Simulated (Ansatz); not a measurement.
Base system: a 28-atom supercell of TiAl3 (space group I4/mmm, No. 139; a = 3.816 Å, c = 8.551 Å) at its relaxed geometry.

Calculations: PBEsol/PAW in Ansatz (a first-principles code), scalar-relativistic without spin-orbit coupling.

One neutral defect a cell, atoms relaxed at fixed cell.

One change was made to it. Results:

The pressure goes from zero to 6.9 GPa; the largest displacement of a host atom from its site in the perfect cell amounts to 0.93 Å.

Task: Name the change that was made.
A. Ti interstitial (started 1.91 Å from the nearest host atom)
B. Al vacancy
C. B on a Al site

Result: A, Ti interstitial (started 1.91 Å from the nearest host atom). For comparison, the pressure in the other runs: Al vacancy gives -0.6 GPa; B on a Al site gives -2.4 GPa.

The cell is small, so the values are those of an ordered compound at a high defect concentration; dilute-limit values will differ. The final runs are not spin-polarised.
